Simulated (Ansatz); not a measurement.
The starting structures come from a database of crystals and need not be the phases stable at ambient conditions.

By PBEsol, the system below comes out a metal.

A figure of merit of an interconnect metal is its ballistic conductance per area.

Input:

```
ReTi
1.0
    4.39549     0.00000     0.00000
   -2.19774     3.80661     0.00000
    2.19774     1.26887     1.79445
Ti Re
1 1
Direct
  0.00000   0.50000   0.50000
  0.00000   0.00000   0.00000
```

The cell is taken as given; by PBEsol it stands under a pressure of -5.6 GPa.

The current flows along the normal of the first two printed cell vectors, the (111) plane of the conventional cell. No spin-orbit coupling; the value is a mean over 0.1 eV about the Fermi level.

Problem. Predict the ballistic conductance per area from PBEsol (Ansatz, an electronic-structure program).

Solution. 1.2 × 10¹⁵ S/m² for both spins.
